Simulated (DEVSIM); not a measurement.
Device: InP/In0.53Ga0.47As n-p heterojunction, at 300 K.

Layer 1 from the left is InP, thickness (μm) 0.0500, Nd (cm⁻³) 6.7e16, τn (s) 2.8e-9, τp (s) 2.8e-9. Layer 2 from the left is In0.53Ga0.47As, thickness (μm) 2.10, Na (cm⁻³) 1.7e18, τn (s) 2.8e-9, τp (s) 2.8e-9.

Left contact: ohmic. Right contact: ohmic. Voltage is applied to the left contact. Recombination: SRH at mid-gap. Mobility is constant in doping.

The device is made up for the run: typed textbook-type constants, with dimensions and the other settings drawn at random. Values at 300 K.

InP: gap (eV) 1.344, affinity (eV) 4.38, permittivity 12.5, Nc (cm⁻³) 5.7e17, Nv (cm⁻³) 1.1e19, μn (cm²/Vs) 5200, μp (cm²/Vs) 170. In0.53Ga0.47As: gap (eV) 0.74, affinity (eV) 4.51, permittivity 13.9, Nc (cm⁻³) 2.1e17, Nv (cm⁻³) 7.7e18, μn (cm²/Vs) 12000, μp (cm²/Vs) 300.

Model (solved in DEVSIM): 1D drift-diffusion, Boltzmann statistics, complete ionisation; no tunnelling, impact ionisation, image-force lowering or self-heating. Band offsets follow the typed affinities; no thermionic-emission limit at abrupt steps, no polarisation charge.

Q: What does the simulation give for the potential step across the device at zero bias, the largest field in the device at zero bias, the dark forward voltage at 1 A/cm², the dark forward voltage at 100 A/cm²?

A: potential step across the device at zero bias 0.776 V; largest field in the device at zero bias 160000 V/cm; dark forward voltage at 1 A/cm² 0.422 V; dark forward voltage at 100 A/cm² 0.543 V.
